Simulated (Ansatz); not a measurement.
Ni(Si,Ge) alloys, MnP type start, 16-atom cells

Cells and atoms relaxed. Order is of the mixed sites (0 random, negative unlike neighbours favoured); cells of high symmetry are ordered arrangements. Sheared cells and those that changed their type are left out. Enthalpies are against end members in the MnP type type. The MnP type type need not be the stable form of every end member, so that mixing against the stable forms can cost more.

Method: PBE (plane waves to 420 eV, PAW; Ansatz, a quantum-chemistry and plane-wave program). Spin–orbit coupling is left out; the runs are not spin-polarised.

```json
[
 {"site fractions": "Si 0.125, Ge 0.875", "space group": "Cm", "order in the first shell": "-0.14", "volume (Å³/atom)": "13.54", "mixing enthalpy (meV a site of the first mixed sublattice)": "8"},
 {"site fractions": "Si 0.250, Ge 0.750", "space group": "Pm", "order in the first shell": "-0.33", "volume (Å³/atom)": "13.36", "mixing enthalpy (meV a site of the first mixed sublattice)": "15"},
 {"site fractions": "Si 0.875, Ge 0.125", "space group": "Cm", "order in the first shell": "-0.14", "volume (Å³/atom)": "12.41", "mixing enthalpy (meV a site of the first mixed sublattice)": "10"}
]
```
